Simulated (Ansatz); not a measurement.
**Sn: stress against strain**

Sn (diamond, Fd-3m, 35.392 Å³/atom at rest, cube axes along x, y and z) under a strain ε along a cube axis (axis z), the other axes held. r2SCAN in Ansatz, a plane-wave DFT program (PAW, default set), 500 eV, 12×12×12 Γ-centred mesh, Fermi-Dirac smearing 0.05 eV; ions are relaxed within the symmetry of each cell. Stress is positive for a compressed cell.

Here s stands for strain and y for stress zz.

```
strain (%)  stress zz (GPa)
----------  ---------------
-3.00                     ?
-1.50                  1.02
-1.00                  0.68
-0.50                  0.34
0.00                   0.00
0.50                  -0.33
1.00                  -0.65
1.50                  -0.97
```

Fit y of the 7 rows that show it with a straight line. Means: s 0, y 0.013. About the means, the sum of products is -4.6500 and the sum of squares of s is 7.0000; the slope is their ratio. Least squares gives y = 0.013 - 0.6643·s. Residuals (row less fit): 0.011, 0.003, -0.005, -0.013, -0.011, 0.001, 0.013; standard error 0.011 (degrees of freedom: 5). The slope gives the elastic constant C11 = 66 ± 0.4 GPa.

Q: Predict the withheld y at s = -3.00 from the fit, and compare with the calculation.

A: y = 0.013 - 0.6643 × (-3.0) = 2.006 GPa. The calculation gives 2.09 GPa, 0.084 GPa above the prediction (2.7 % of the range of y in the table). The row lies outside the fitted rows, so this is an extrapolation. From the scatter of the fitted rows alone, a prediction at this place has a standard error of 0.017 GPa, so the miss is 4.9 times that.

One order more, fitted to all 13 runs of the series, follows each within 0.01, so the miss is the next term of a smooth law. This level leaves no gap over 0.05 eV at strain -0.50, 0.00, 0.50, 1.00, 1.50, where the mesh may be coarse. Sn is here grey tin, stable below 13 °C. Rows are the converged runs of the series near zero and its far end; series whose fitted rows scatter by over a few per cent of the range, as at a crossing or softening among them, aren't shown in this form. Most that stay on the fit to the last digits aren't either.
